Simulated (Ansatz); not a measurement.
A working Ansatz (a program for electronic structure) input for Rb3MnF7 (P4/mbm, 22 atoms in the cell) (DFT, LDA (PW92), plane waves, default PAW files made with PBE):

Ansatz 0.2 input:
```yaml
# Rb3MnF7
crystal:
  lattice:
    - [7.921200, 0.000000, 0.000000]
    - [0.000000, 7.921200, 0.000000]
    - [0.000000, 0.000000, 5.795760]
  atoms:
    - { symbol: F, position: [0.115500, 0.615500, 0.223000] }
    - { symbol: F, position: [0.384500, 0.115500, 0.223000] }
    - { symbol: F, position: [0.884500, 0.384500, 0.223000] }
    - { symbol: F, position: [0.615500, 0.884500, 0.223000] }
    - { symbol: F, position: [0.615500, 0.884500, 0.777000] }
    - { symbol: F, position: [0.884500, 0.384500, 0.777000] }
    - { symbol: F, position: [0.384500, 0.115500, 0.777000] }
    - { symbol: F, position: [0.115500, 0.615500, 0.777000] }
    - { symbol: Mn, position: [0.000000, 0.500000, 0.000000], spin: 4.0 }
    - { symbol: Mn, position: [0.500000, 0.000000, 0.000000], spin: 4.0 }
    - { symbol: Rb, position: [0.000000, 0.000000, 0.000000] }
    - { symbol: Rb, position: [0.500000, 0.500000, 0.000000] }
    - { symbol: F, position: [0.000000, 0.000000, 0.500000] }
    - { symbol: F, position: [0.500000, 0.500000, 0.500000] }
    - { symbol: F, position: [0.336600, 0.836600, 0.000000] }
    - { symbol: F, position: [0.163400, 0.336600, 0.000000] }
    - { symbol: F, position: [0.663400, 0.163400, 0.000000] }
    - { symbol: F, position: [0.836600, 0.663400, 0.000000] }
    - { symbol: Rb, position: [0.305000, 0.805000, 0.500000] }
    - { symbol: Rb, position: [0.195000, 0.305000, 0.500000] }
    - { symbol: Rb, position: [0.695000, 0.195000, 0.500000] }
    - { symbol: Rb, position: [0.805000, 0.695000, 0.500000] }
basis:
  ecutwfc: 420.0 eV
kpoints:
  mp_grid:
    grid: [3, 3, 4]
hamiltonian:
  xc: lda
  pseudopotentials:
    kind: paw
magnetization:
  spin_polarized: true
scf:
  occupations:
    method: gaussian
    width: 0.272 eV
output:
  forces: true
  eigenvalues: true
  stress: true
```

The run converged in 15 iterations: free energy E − TS (on the zero of these files) -37839.8705 eV; pressure -4.30 GPa; largest force (vector length) 0.891 eV/Å; size of the cell's spin moment 6.00 μB. Each of these slips is then made, one at a time:

(1)
```diff
-    width: 0.272 eV
+    width: 1.36 eV
```

(2)
```diff
+  spin_orbit: true
```

### Question
Predict the outcome of each change.

### Answer

(1) A smearing width that is far too large. The run converged in 20 iterations without an error; against the sound input the free energy falls by 51.4 meV/atom, the pressure goes from -4.30 to -3.81 GPa, the largest force goes from 0.891 to 0.698 eV/Å and the size of the net moment goes from 0.27 to 0.13 μB/atom.

(2) Spin-orbit coupling without the non-collinear switch. The program stopped before any SCF iteration, with the message: Error: inconsistent input (magnetization.spin_orbit, magnetization.noncollinear): true requires noncollinear: true — spin–orbit coupling acts on 2-spinor wavefunctions; set both flags.

The starting cell comes from a database of published, mostly measured structures (it also holds non-ambient and calculated ones), without a prior relaxation at this level. Its lattice was rescaled by a random factor within 2.5 % of one. The magnetic order is the one reached from the typed start; others were not searched systematically. In the base run, with a pressure of about -4 GPa the cell is away from its equilibrium volume at this level. Ansatz's pressure includes its estimate of the finite-basis (Pulay) stress.

Left out of this page: 1 run of the series stopped by limits of time or memory; 2 runs of the series outside the window shown, repeating another row's setting, or not comparable.
